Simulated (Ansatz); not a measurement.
Consider this model of amorphous Si₁₀Pb₁₂O₃₂.

```xyz
54
Lattice="9.6117 -0.4666 0.3160 -0.4666 10.4617 -0.7532 0.3160 -0.7532 10.8794" Properties=species:S:1:pos:R:3 pbc="T T T"
Si     8.0065     6.9545     2.3853
Si     6.3732     3.3132     4.9518
Si     3.3623     8.3382     4.7043
Si     8.7555     2.9344     3.2470
Si     7.2145     0.5492     4.1133
Si     4.8770     6.6880     2.3015
Si     9.2245     9.1446     7.1945
Si     8.5012     4.3908     0.7161
Si     1.7419     7.3559     7.2290
Si     3.7679     2.0188     9.1726
Pb     6.5818     7.9627     5.3339
Pb     0.1860     2.1557     7.9272
Pb     3.0675     4.9132     4.2018
Pb     6.2244     9.2521     0.4876
Pb     9.0853     5.2737     5.5970
Pb     2.0287    -0.7835    10.5545
Pb     2.0850     4.9903     9.5330
Pb     4.0243     0.9554     5.6642
Pb     6.2088    -0.1154     8.8251
Pb     0.1119     9.8978     3.3878
Pb     6.8318     3.7449     8.9300
Pb     5.0839     3.2547     1.2268
O      7.1418     4.1056     6.1353
O      8.7398     7.1816     3.8579
O      2.4807     8.1472     8.4248
O      4.8107     3.0857     9.9099
O      2.4274     2.8548     8.7380
O      6.4424     1.6306     5.1664
O      8.0044     8.3063     1.4936
O      4.7209     7.7232     1.1000
O      7.5156     1.6289     8.8298
O      9.5998     3.6570    10.1680
O      7.2826     9.7448     4.2087
O      2.6321     7.3345     5.8033
O      0.5036     0.0148     8.9847
O      4.1073     7.1630     3.7482
O      8.8064     5.7463     1.6028
O      6.8980     4.3019     0.4102
O      8.6105     1.3265     3.5970
O      4.1521     5.2128     2.1225
O      0.2883     8.0967     6.8740
O      3.5630     0.8198    10.2744
O      6.2083     0.2323     2.8954
O      0.2688     4.1205     3.8518
O      6.4503     6.4865     2.7629
O      9.0211     3.1117     1.6393
O      4.5385     1.3747     7.8499
O      0.6242     0.0473     6.3768
O      7.2288     3.5636     3.5372
O      7.5921     8.9379     7.1674
O      2.3737     9.2996     3.9026
O      4.7898     3.6123     4.7716
O      1.4156     5.7749     7.4944
O      4.5286     9.2727     5.4066
```

Computed with PBE, scalar-relativistic without spin-orbit coupling (plane waves to 420 eV, PAW; Ansatz, an electronic-structure program).

It comes from a melt-quench run on a machine-learned potential (CHGNet), relaxed afterwards by DFT. O atoms were pushed apart under 1.9 Å during the dynamics, to hinder bonds among them. The hot cell started wider than the set density and was brought back towards it in steps. It is the lowest in DFT energy of 2 quenches. It is a model cell: composition and starting density were chosen by hand, and all elements were melted together. No dispersion term was used. Its density started from a set value of 6.10 and ended at 5.02 g/cm³. The simulated quench (nominally 310 K/ps over its main leg) is rapid and tends to freeze in more defects than a deposited or slowly cooled glass has. A cell of this size samples the disorder only roughly. Volume and shape were free in the relaxation.

Neighbours within Si-Si 2.60 Å, Si-Pb 2.83 Å, Si-O 1.92 Å, Pb-Pb 3.21 Å, Pb-O 2.76 Å, O-O 1.58 Å count as bonded. Two cations that share two anions don't count as bonded, nor two that share one unless they lie closer than Si-Si 2.38 Å, Si-Pb 2.75 Å, Pb-Pb 3.12 Å.

### Question
Give the coordination numbers, mean bond lengths and angles.

### Answer

| Item | Result |
|---|---|
| Mean coordination of Si by anions | 4.00 (10 with 4) |
| Mean coordination of Pb by anions | 3.42 (8 with 3, 3 with 4, 1 with 5) |
| Mean coordination of O | 2.53 (16 with 2, 15 with 3, 1 with 4) |
| Mean Pb-O bond | 2.384 Å (spread 0.143 Å, 41 counted) |
| Mean Si-O bond | 1.649 Å (spread 0.027 Å, 40 counted) |
| Bond angle at Si | mean 109.4°, spread 4.2° |
| Bond angle at Pb | mean 95.8°, spread 22.6° |
| Bond angle at O | mean 119.2°, spread 16.3° |

### Question
List the pairs of like atoms that count as bonded by the rules above.

### Answer
There are none by these rules.
